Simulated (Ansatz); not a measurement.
The parent structure is ZnSnP$_{2}$ in the chalcopyrite structure (space group I-42d, No. 122; a = 5.702 Å, c = 11.436 Å).

Calculations: Kohn–Sham DFT with the PBE functional, run in Ansatz (a first-principles code) with PAW and 420 eV plane waves, no spin-orbit coupling.

One change was made to it. Results:

| quantity | base | after |
|---|---|---|
| lattice parameter a | 5.702 Å | 5.223 Å |
| c/a ratio | 2.005 | 2.018 |

Problem. What was done to the base?
A) pressure 9 GPa
B) pressure 0.9 GPa
C) pressure 30 GPa

Solution. C, pressure 30 GPa. For comparison, the lattice parameter a in the other runs: pressure 0.9 GPa gives 5.678 Å; pressure 9 GPa gives 5.498 Å.

Load acts through the strain it causes; cell and atoms are relaxed under it. Stability against distortions was not tested. Competing high-pressure phases were not computed.
